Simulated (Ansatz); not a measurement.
Cost against accuracy: kpoints.mp_grid.grid for Bi2Te3 (R-3m, 5 atoms in the cell)

```
Bi2Te3
1.0
    2.19979     1.27005    10.70727
   -2.19979     1.27005    10.70727
    0.00000    -2.54010    10.70727
Bi Te
2 3
Cartesian
  0.00000   0.00000  19.37492
  0.00000   0.00000  12.74690
  0.00000   0.00000  25.15758
  0.00000   0.00000   6.96424
  0.00000   0.00000   0.00000
```

Method of the run: HSE06 (plane waves, PAW; Ansatz, a quantum-chemistry and plane-wave program).

Base settings: basis.ecutwfc = 420 eV; kpoints.mp_grid.grid = 3 3 3; hamiltonian.xc = hse06; hamiltonian.pseudopotentials = {kind: paw}, with the files named one by one; scf.occupations.method = gaussian; scf.occupations.width = 0.05 eV.

Misses are taken against the tightest run, 4 4 4, which need not be fully converged itself. The energy is the free energy per atom.

Core times come from one kind of shared machine and are given to one figure; runs under 30 s give none.

The starting cell comes from a database of computed structures (which also holds hypothetical and non-ambient phases and stackings), without a prior relaxation at this level. Its lattice was rescaled by a random factor within 2.5 % of one. Ansatz's pressure includes its estimate of the finite-basis (Pulay) stress.

```
kpoints.mp_grid.grid  energy less reference (meV/atom)  pressure less reference (GPa)  largest difference in the force on any atom (eV/Å)  core time / reference (rough)
--------------------  --------------------------------  -----------------------------  --------------------------------------------------  -----------------------------
1 1 1                                          3628.23                          23.90                                               1.730                              –
2 2 2                                           208.28                           1.87                                               0.750                            0.2
3 3 3                                             4.11                           0.03                                               0.156                            0.4
4 4 4                                             0.00                           0.00                                               0.000                              1
```

The last two settings still differ by 4.1 meV/atom, so the table cannot show that the reference is converged.

Coarsest setting among those run that, with all tighter ones, holds the energy within 20 meV/atom of the reference: 3 3 3, off by 4.1 meV/atom; it needs about 0.4 of the reference's time.

The step from 2 2 2 to 3 3 3: it takes the miss in the energy from 210 to 4.1 meV/atom, for roughly 2 times the time.

Keys are those of Ansatz 0.2.
